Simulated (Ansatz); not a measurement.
BBi (model structure, Fm-3m, No. 225, 2 atoms in the cell)

Method: LDA (PAW; Ansatz, a program for electronic structure).

Numerical settings: plane-wave cutoff 520 eV, 18×18×18 k mesh, Fermi–Dirac smearing 0.05 eV, scalar-relativistic PAW data made under PBE.

Cell (relaxed at this level):

```xyz
2
Lattice="0.0000 2.5846 2.5846 2.5846 0.0000 2.5846 2.5846 2.5846 0.0000" Properties=species:S:1:pos:R:3 pbc="T T T"
B      0.0000     0.0000     0.0000
Bi     2.5846     2.5846     2.5846
```

```yaml
band_gap: none
bulk modulus B0: 97.6 GPa
```

Note: the bulk modulus is −V dP/dV from two relaxed cells at ±2 % in volume; the relaxation could raise the start's symmetry but not lower it, so the cell can be a saddle point.

Spin–orbit coupling is not included; it can open a gap where bands touch, and shift volumes and moduli.

Cost on a shared machine: about 15 core-seconds (a rough figure).

A model structure was made by putting elements into a prototype or built by hand; it is no filed structure, need not be a known phase, and can be a saddle point held by its symmetry.
